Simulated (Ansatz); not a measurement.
The reference is CsBr in the zinc blende structure (space group F-43m, No. 216; a = 8.193 Å; a hypothetical phase, not in the database extracts checked).

(Cell as relaxed with PBE.)

Levels (all Ansatz, an electronic-structure program, PAW): PBE (420 eV, no SOC); r2SCAN (500 eV, spin-orbit coupling left out).

Each level relaxes its own structure.

```csv
base,PBE,r2SCAN
volume per atom,68.74 Å³,68.04 Å³
lattice parameter a,8.193 Å,8.165 Å
band gap,3.97 eV,4.56 eV
```

Modification: cell and atoms relaxed at a pressure of 18 GPa.

```
quantity                  PBE      r2SCAN
-------------------  --------  ----------
smallest direct gap   5.25 eV  (withheld)
band gap              4.14 eV  (withheld)
volume per atom      37.21 Å³  (withheld)
```

Task: Predict the r2SCAN column.

Result: 
- smallest direct gap, r2SCAN: 5.61 eV
- band gap, r2SCAN: 4.52 eV
- volume per atom, r2SCAN: 37.51 Å³

PBE's smallest direct gap lies 0.369 eV below r2SCAN's; PBE's band gap lies 0.38 eV below r2SCAN's; PBE's volume per atom lies 0.30 Å³ below r2SCAN's (0.8 %). Neither level is exact; r2SCAN is the comparison here, not a measurement.

Load acts through the strain it causes; cell and atoms are relaxed under it. Stability against distortions was not tested. Competing high-pressure phases were not computed.
